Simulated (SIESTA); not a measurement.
SIESTA run on a (001) slab of Au (cut from a parent of space group no. 225; 4 atoms in the cell): self-consistent single point.

Computed with GGA PBEsol, numerical atomic orbitals DZP, PseudoDojo PBEsol standard norm-conserving potentials (rewritten from UPF to PSML) (SIESTA).

The change in words: vacuum of 3 angstrom (first run: 14 Å). Reference geometry:
```
CELL_PARAMETERS angstrom
      2.87634     0.00000     0.00000
     -2.87634     2.87634     0.00000
      0.00000     0.00000    20.10160
ATOMIC_POSITIONS crystal
  Au 0.00000 0.00000 0.44941
  Au 0.00000 0.50000 0.34823
  Au 0.00000 0.00000 0.65177
  Au 0.00000 0.50000 0.55059
```

Reference input (self-consistent single point, DFT, GGA PBEsol, numerical atomic orbitals DZP, PseudoDojo PBEsol standard norm-conserving potentials (rewritten from UPF to PSML)): XC.functional = GGA; XC.authors = PBEsol; potentials = PseudoDojo PBEsol standard; PAO.BasisSize = DZP; PAO.EnergyShift = 0.01 Ry; MeshCutoff = 350 Ry; kgrid.MonkhorstPack = 7 7 1; OccupationFunction = FD; ElectronicTemperature = 1160.45 K; MaxSCFIterations = 150; SCF.Mixer.Method = Pulay; SCF.Mixer.Weight = 0.25. This run's input differs from it in these lines:

```diff
@@ -13,3 +13,3 @@
     -5.435496731    5.435496731    0.000000000
-     0.000000000    0.000000000   37.986516777
+     0.000000000    0.000000000   17.199529406
 %endblock LatticeVectors
@@ -17,6 +17,6 @@
 %block AtomicCoordinatesAndAtomicSpecies
-     0.000000000    0.000000000    0.449407000  1
-     0.000000000    0.500000000    0.348231000  1
-     0.000000000    0.000000000    0.651769000  1
-     0.000000000    0.500000000    0.550588000  1
+     0.000000000    0.000000000    0.388261000  1
+     1.000000000    0.500000000    0.164806000  1
+     0.000000000    0.000000000    0.835194000  1
+     1.000000000    0.500000000    0.611728000  1
 %endblock AtomicCoordinatesAndAtomicSpecies
```

Output, abridged:

```
        iscf     Eharris(eV)        E_KS(eV)     FreeEng(eV)     dDmax    Ef(eV) dHmax(eV)
   scf:    1   -15990.481863   -16022.008040   -16022.108190  1.815423  0.123734 18.234586
   scf:    2   -16030.055121   -16033.887465   -16033.947811  0.796774 -1.216869 11.687613
   scf:    3   -16038.903699   -16039.387408   -16039.424627  0.523588 -1.566956  5.311122
   scf:    4   -16041.100645   -16040.527675   -16040.560925  0.178751 -2.057573  0.943668
   scf:    5   -16040.557287   -16040.554185   -16040.586106  0.025313 -2.136194  0.077340
   [... 2 lines left out ...]
   scf:    8   -16040.556791   -16040.556314   -16040.587732  0.007597 -2.172553  0.025561
   scf:    9   -16040.556369   -16040.556357   -16040.587765  0.000739 -2.172452  0.001592
   scf:   10   -16040.556351   -16040.556354   -16040.587766  0.000104 -2.172560  0.001004
   scf:   11   -16040.556349   -16040.556352   -16040.587766  0.000064 -2.172688  0.000301
SCF Convergence by DM+H criterion
max |DM_out - DM_in|         :     0.0000640836
max |H_out - H_in|      (eV) :     0.0003012497
SCF cycle converged after 11 iterations

Using DM_out to compute the final energy and forces

siesta: E_KS(eV) =           -16040.5564

siesta: E_KS - E_eggbox =    -16040.5564

siesta: Atomic forces (eV/Ang):
     1   -0.000000    0.000000   -0.057613
     2    0.000000    0.000000   -0.858476
     3   -0.000000    0.000000    0.857899
     4    0.000000    0.000000    0.058300
   Tot   -0.000000    0.000000    0.000110
   Max    0.858476
   Res    0.351152    sqrt( Sum f_i^2 / 3N )
   Max    0.858476    constrained

Stress tensor Voigt[x,y,z,yz,xz,xy] (kbar):       72.31       72.00       93.63        0.00       -0.00       -0.20
(Free)E + p*V (eV/cell)   -16044.3153
   [... lines left out ...]
siesta: FreeEng =    -16040.587766
siesta: Cell volume =         75.300601 Ang**3
siesta:         -79.31140407       -117.28528578  kBar
   [... lines left out ...]
              0.233   1.712   1.664   1.732   1.664   1.663   0.162   0.160

              0.155   0.160   0.162

mulliken: Qtot =       76.000

Mulliken Atomic Populations:
Atom #   charge [q] valence [e]  Species
     1    -0.031253   19.031253  Au
     2     0.031248   18.968752  Au
     3     0.031231   18.968769  Au
     4    -0.031226   19.031226  Au
 Total     0.000000
```

The run converged in 11 iterations. Against the reference run the free energy falls by 268 meV/atom and the largest force goes from 0.311 to 0.858 eV/Å.

The starting cell has typed, rounded lattice constants, without a prior relaxation at this level. The slab is cut from that crystal, and its faces are unrelaxed. Its lattice was rescaled by up to half a per cent. Values carry the incompleteness of an atom-centred basis.

Cost on one core of a shared machine: roughly 40 s.
